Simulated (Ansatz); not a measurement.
This concerns the energy change on adding H + OH to slab B from H2O (gas). Reaction: cell B + H2O (gas) → cell A. The sign is products less reactants.

Cell A: a slab of SnO2 (rutile, P4₂/mnm) cut along (110), 41 atoms, rectangular cell of 6.48 × 6.83 Å (44.2 Å²), symmetry P1 within 0.02 Å, 11.7 Å thick under 16 Å of vacuum, in-plane vectors held at the crystal's; planes from bottom to top: O2 | Sn4O4 | O2 × 2 | Sn4O4 | O2 × 2 | Sn4O4 | O2 | CH2O | O, its two faces unlike (dipole correction applied); added, foreign or displaced atoms, above the top plane: OH bound through O to 1 Sn at 2.05 Å; H bound to 1 O at 0.99 Å; CO bound through C to 1 Sn at 2.53 Å; against B it holds H + OH more, on a cell with two atoms a plane; spin state with PBE: run without spin, k-point mesh 4×3×1.
```yaml
crystal:
  lattice:
    - [6.47654, 0.00000, 0.00000]
    - [0.00000, 6.82659, 0.00000]
    - [0.00000, 0.00000, 27.73745]
  atoms:
    - { symbol: Sn, position: [0.25118, 0.25613, 0.33048] }
    - { symbol: Sn, position: [0.00071, 0.75526, 0.34187] }
    - { symbol: O, position: [0.25051, 0.57137, 0.33002] }
    - { symbol: O, position: [0.25066, 0.94124, 0.33254] }
    - { symbol: O, position: [0.00056, 0.25266, 0.28787] }
    - { symbol: O, position: [0.00085, 0.26101, 0.38332] }
    - { symbol: Sn, position: [0.25281, 0.75401, 0.46307] }
    - { symbol: Sn, position: [0.00047, 0.25253, 0.45742] }
    - { symbol: O, position: [0.25253, 0.05738, 0.45820] }
    - { symbol: O, position: [0.25146, 0.44979, 0.46226] }
    - { symbol: O, position: [0.00109, 0.74885, 0.41456] }
    - { symbol: O, position: [0.99947, 0.76694, 0.50837] }
    - { symbol: Sn, position: [0.24264, 0.25093, 0.58293] }
    - { symbol: Sn, position: [0.00095, 0.75074, 0.58170] }
    - { symbol: O, position: [0.24672, 0.55910, 0.57861] }
    - { symbol: O, position: [0.24806, 0.94161, 0.58992] }
    - { symbol: O, position: [0.99921, 0.23465, 0.53241] }
    - { symbol: O, position: [0.00145, 0.26811, 0.62915] }
    - { symbol: Sn, position: [0.75011, 0.25610, 0.33053] }
    - { symbol: Sn, position: [0.50053, 0.75512, 0.34143] }
    - { symbol: O, position: [0.75072, 0.57137, 0.33016] }
    - { symbol: O, position: [0.75058, 0.94119, 0.33265] }
    - { symbol: O, position: [0.50073, 0.25260, 0.28760] }
    - { symbol: O, position: [0.50045, 0.26167, 0.38356] }
    - { symbol: Sn, position: [0.74835, 0.75403, 0.46258] }
    - { symbol: Sn, position: [0.50074, 0.25343, 0.45858] }
    - { symbol: O, position: [0.74868, 0.05732, 0.45780] }
    - { symbol: O, position: [0.74975, 0.44992, 0.46200] }
    - { symbol: O, position: [0.50002, 0.74817, 0.41419] }
    - { symbol: O, position: [0.50168, 0.76356, 0.51037] }
    - { symbol: Sn, position: [0.75835, 0.25074, 0.58354] }
    - { symbol: Sn, position: [0.49934, 0.74689, 0.58673] }
    - { symbol: O, position: [0.75472, 0.55993, 0.58060] }
    - { symbol: O, position: [0.75203, 0.93996, 0.59276] }
    - { symbol: O, position: [0.50161, 0.23797, 0.53666] }
    - { symbol: O, position: [0.49994, 0.26840, 0.63246] }
    - { symbol: O, position: [0.47386, 0.67208, 0.65816] }
    - { symbol: H, position: [0.55038, 0.75912, 0.67930] }
    - { symbol: H, position: [0.49906, 0.39676, 0.64943] }
    - { symbol: C, position: [0.02339, 0.67940, 0.67097] }
    - { symbol: O, position: [0.01939, 0.64649, 0.71092] }
```

Cell B: a slab of SnO2 (rutile, P4₂/mnm) cut along (110), 38 atoms, rectangular cell of 6.48 × 6.83 Å (44.2 Å²), symmetry Pmm2 within 0.02 Å, 11.8 Å thick under 16 Å of vacuum, in-plane vectors held at the crystal's; planes from bottom to top: O2 | Sn4O4 | O2 × 2 | Sn4O4 | O2 × 2 | Sn4O4 | O2 | C | O, its two faces unlike (dipole correction applied); added, foreign or displaced atoms, above the top plane: CO bound through C to 1 Sn at 2.57 Å; spin state with PBE: run without spin, k-point mesh 4×3×1.
```xyz
38
Lattice="6.4765 0.0000 0.0000 0.0000 6.8266 0.0000 0.0000 0.0000 27.7374" Properties=species:S:1:pos:R:3 pbc="T T T"
Sn     1.6186     1.7066     9.1768
Sn     0.0000     5.1199     9.3942
O      1.6189     3.8577     9.1354
O      1.6189     6.3822     9.1354
O      0.0000     1.7066     7.9871
O      0.0000     1.7066    10.6444
Sn     1.6122     5.1199    12.7397
Sn     0.0000     1.7066    12.7320
O      1.6177     0.3546    12.7349
O      1.6177     3.0587    12.7349
O      0.0000     5.1199    11.4164
O      0.0000     5.1199    14.0747
Sn     1.6232     1.7066    16.2756
Sn     0.0000     5.1199    16.1223
O      1.6316     3.8539    16.3196
O      1.6316     6.3859    16.3196
O      0.0000     1.7066    14.8245
O      0.0000     1.7066    17.4811
Sn     4.8579     1.7066     9.1768
Sn     3.2383     5.1199     9.4011
O      4.8576     3.8577     9.1354
O      4.8576     6.3822     9.1354
O      3.2383     1.7066     7.9885
O      3.2383     1.7066    10.6441
Sn     4.8643     5.1199    12.7397
Sn     3.2383     1.7066    12.7277
O      4.8588     0.3546    12.7349
O      4.8588     3.0587    12.7349
O      3.2383     5.1199    11.4189
O      3.2383     5.1199    14.0375
Sn     4.8533     1.7066    16.2756
Sn     3.2383     5.1199    16.0433
O      4.8449     3.8539    16.3196
O      4.8449     6.3859    16.3196
O      3.2383     1.7066    14.8165
O      3.2383     1.7066    17.4809
C      0.0000     5.1199    18.6876
O      0.0000     5.1199    19.8167
```

Reference: an isolated H2O molecule (singlet) in a box of 11 × 13 × 13 Å.

Plane-wave PAW calculations with Ansatz (a quantum-chemistry and plane-wave program), its default PAW set, cutoff 420 eV, 500 eV for r2SCAN. The structures are at rest with PBE, within the held lattices; other levels are single points on them. HSE06 runs on coarser k-point meshes, mended by the PBE difference between the two meshes. Neutral cells; Fermi-Dirac smearing of at most 0.05 eV in the solids, energies taken to zero width. The lattices are those relaxed with PBE, so at other levels the solids can be strained, which adds to the spread. Larger cells are relaxed from a start prepared with the learned potential CHGNet, on a coarser mesh till forces fall under 0.03 eV/Å, which some starts already meet. A dispersion term (D3(BJ), or D4 for r2SCAN) was computed beside these levels and is taken off wherever the name lacks it. No zero-point or thermal terms. Cells are local rest points, mostly with their start's symmetry. The runs are scalar-relativistic, without spin-orbit coupling. No correction for cell size. Cell B has symmetry Pmm2 within 0.02 Å and got no random move, so less symmetric positions, which may lie lower, weren't tried.

Task: Give the value at the level r2SCAN.

Result: -2.00 eV, for cell B + H2O (gas) → cell A.

Task: How does the value move with the functional?

Result: 
```csv
Functional,value (eV),less r2SCAN
PBE,-1.58,0.42
HSE06,-1.80,0.20
```

The levels shown span 0.42 eV, from r2SCAN (-2.00) to PBE (-1.58).
